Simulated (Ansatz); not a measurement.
Start from GaAs in the rock salt structure (space group Fm-3m, No. 225; a = 5.315 Å; a hypothetical phase, not in the database extracts checked).

Level of theory: Kohn–Sham DFT with the PBE-D3(BJ) functional, run in Ansatz (a first-principles code) with PAW and 420 eV plane waves, no SOC.

Base values:

```
Quantity               Value
-------------------  -------
Lattice parameter a  5.315 Å
```

One thing is altered: a hydrostatic pressure of 3 GPa.

**Question.** What does the calculation give for the lattice parameter a after the change?

**Answer.** The lattice parameter a falls by 0.061 Å, from 5.315 Å to 5.254 Å.

Load acts through the strain it causes; cell and atoms are relaxed under it. Stability against distortions was not tested. The base started in Pnma and relaxed to Fm-3m at this level. All final runs are without spin polarisation.
